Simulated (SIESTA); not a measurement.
Band structure of TlRh3 (P6_3/mmc, 8 atoms in the cell).

```yaml
crystal:
  lattice:
    - [5.71197, 0.00000, 0.00000]
    - [-2.85598, 4.94671, 0.00000]
    - [0.00000, 0.00000, 4.57129]
  atoms:
    - { symbol: Tl, position: [0.66667, 0.33333, 0.25000] }
    - { symbol: Tl, position: [0.33333, 0.66667, 0.75000] }
    - { symbol: Rh, position: [0.32094, 0.16047, 0.75000] }
    - { symbol: Rh, position: [0.67906, 0.83953, 0.25000] }
    - { symbol: Rh, position: [0.16047, 0.32094, 0.25000] }
    - { symbol: Rh, position: [0.83953, 0.67906, 0.75000] }
    - { symbol: Rh, position: [0.83953, 0.16047, 0.75000] }
    - { symbol: Rh, position: [0.16047, 0.83953, 0.25000] }
```

Level of theory: GGA PBEsol, numerical atomic orbitals TZP, PseudoDojo PBEsol standard norm-conserving potentials (rewritten from UPF to PSML) (SIESTA).

Settings: XC.functional = GGA; XC.authors = PBEsol; potentials = PseudoDojo PBEsol standard; PAO.BasisSize = TZP; PAO.EnergyShift = 0.01 Ry; MeshCutoff = 300 Ry; kgrid.MonkhorstPack = 5 5 5; OccupationFunction = FD; ElectronicTemperature = 100 meV; MaxSCFIterations = 150; SCF.Mixer.Method = Pulay; SCF.Mixer.Weight = 0.25; SCF.Mixer.History = 6; SCF.DM.Tolerance = 1.0E-04.

The starting cell comes from a database of computed structures (which also holds hypothetical and non-ambient phases and stackings), without a prior relaxation at this level. Spin-orbit coupling is off. Spin polarisation is off. Values carry the incompleteness of an atom-centred basis.

Levels in eV from the Fermi level, bands 61 to 66:
| point | 61 | 62 | 63 | 64 | 65 | 66 |
|---|---|---|---|---|---|---|
| Γ | -0.43 | -0.27 | -0.27 | 0.51 | 0.74 | 0.76 |
| M | -0.67 | -0.64 | -0.58 | -0.27 | 0.20 | 0.46 |
| K | -0.53 | -0.52 | -0.51 | -0.51 | -0.26 | -0.26 |
| A | -0.18 | -0.18 | -0.18 | -0.18 | 0.64 | 0.64 |
| L | -0.48 | -0.48 | -0.36 | -0.36 | 0.26 | 0.26 |
| H | -0.35 | -0.35 | -0.28 | -0.28 | 0.16 | 0.16 |

Bands cross the Fermi level along this path, so the cell is metallic at this level.

Higher empty bands are left out: an atom-centred basis made for the valence describes them poorly.
